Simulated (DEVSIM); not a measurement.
Structure: Ti/Al2O3/n-Ge capacitor, at 300 K.

| layer (left to right) | material | thickness (nm) | Nd (cm⁻³) |
|---|---|---|---|
| 1 | Al2O3 | 2.60 | - |
| 2 | Ge | 400 | 2.2e18 |

Metal gate on the left, work function 4.33 eV. Fixed charge at the semiconductor interface 2.7e11 cm⁻² (in units of +e); no interface traps.

Constants are typed, rounded textbook-type inputs, not results; the design itself was drawn at random and stands for no fabricated device. Values at 300 K; Nc and Nv go as T^1.5, mobilities as T to minus their exponent, the gap by Varshni's rule with the affinity fixed.

| parameter | Al2O3 | Ge |
|---|---|---|
| gap (eV) | 6.8 | 0.664 |
| affinity (eV) | 1.35 | 4 |
| permittivity | 9 | 16 |
| Nc (cm⁻³) | - | 1.04e19 |
| Nv (cm⁻³) | - | 6e18 |
| Varshni α (eV/K) | - | 0.000477 |
| Varshni β (K) | - | 235 |

Simulated with DEVSIM: 1D Poisson equation in equilibrium, Boltzmann statistics, complete ionisation; no quantum confinement or tunnelling. Metal contacts follow the ideal Schottky-Mott rule: no Fermi-level pinning, no interface dipoles.

The temperature was swept, all else fixed.

```
temperature (K)  minimum of the low-frequency capacitance (μF/cm²)  flat-band voltage (V)
---------------  -------------------------------------------------  ---------------------
250                                                          0.569                   0.29
300                                                          0.597                   0.28
350                                                          0.632                   0.26
400                                                          0.673                   0.25
450                                                          0.725                   0.23
500                                                          0.789                   0.22
```

From the first row to the last the minimum of the low-frequency capacitance goes from 0.569 to 0.789. From the first row to the last the flat-band voltage goes from 0.29 to 0.22.
